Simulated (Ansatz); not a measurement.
Consider HfS₂ in the CdI2 type structure (space group P-3m1, No. 164; a = 3.5475 Å, c = 5.5768 Å; layered, stacked along the Cartesian z axis).

Level of theory: PBEsol-D3(BJ) (Ansatz, a first-principles code, PAW, spin-orbit coupling left out).

Strains are applied to the cell and any free atomic positions relax.

One change was made to it. Results:

| quantity | base | after |
|---|---|---|
| smallest direct gap | 1.50 eV | 1.29 eV |
| pressure (mean of the normal stresses, compression positive) | 0.01 GPa | 2.64 GPa |
| gap character | indirect, Γ → L | indirect, Γ → L |

### Question
Name the change that was made.
(A) isotropic strain +2.00 %
(B) isotropic strain −1.50 %
(C) isotropic strain −1.00 %

### Answer
B, isotropic strain −1.50 %. For comparison, the smallest direct gap in the other runs: isotropic strain +2.00 % gives 1.67 eV; isotropic strain −1.00 % gives 1.36 eV.

Spin-orbit coupling, missing from the scalar runs, can matter with Hf. Whether these cells are dynamically stable was not tested.
